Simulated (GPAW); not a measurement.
# Converging the k-point mesh at a smearing width of 0.3 eV: Sb (Pm-3m, 1 atom in the cell)

```xyz
1
Lattice="3.0741 0.0000 0.0000 0.0000 3.0741 0.0000 0.0000 0.0000 3.0741" Properties=species:S:1:pos:R:3 pbc="T T T"
Sb     0.0000     0.0000     0.0000
```

Level of theory: PBEsol, GPAW PAW datasets PBEsol (made by gpaw-setup) (plane waves; GPAW).

Base settings: mode = pw; ecut = 550 eV; xc = PBEsol; kpts = 9 9 9; mesh shift (steps) = 0 0 0; occupations.name = methfessel-paxton; occupations.width = 0.1 eV; occupations.order = 0; nbands = -5; symmetry.symmorphic = false.

In this ladder: occupations.width = 0.3 eV.

Only quantities that move along the ladder and can be compared are tabulated.

The count of work is k-points × plane waves × bands × iterations; it is no time. 

The starting cell comes from a database of computed structures (which also holds hypothetical and non-ambient phases and stackings), without a prior relaxation at this level. Its lattice was rescaled by up to half a per cent.

| kpts | free energy less the last step's (meV/atom) | pressure (GPa) | count of work / last |
|---|---|---|---|
| 4 4 4 | 372.84 | -2.01 | 0.022 |
| 5 5 5 | 89.72 | -1.06 | 0.020 |
| 6 6 6 | -25.05 | -0.61 | 0.044 |
| 7 7 7 | -27.31 | -1.15 | 0.052 |
| 8 8 8 | 13.01 | -0.85 | 0.077 |
| 10 10 10 | -7.74 | -1.38 | 0.13 |
| 12 12 12 | 10.71 | -1.08 | 0.19 |
| 14 14 14 | -3.29 | -1.15 | 0.26 |
| 17 17 17 | 1.68 | -1.15 | 0.36 |
| 21 21 21 | -0.48 | -1.23 | 0.63 |
| 25 25 25 | 0.00 | -1.16 | 1.0 |

Coarsest kpts that holds the pressure within 0.5 GPa of the last step, with all finer ones: 7 7 7, at 0.052 of the last step's count of work; the step before is off by 0.55 GPa.

Coarsest kpts that holds the free energy within 1 meV/atom of the last step, with all finer ones: 21 21 21; the step before is off by 1.7 meV/atom.
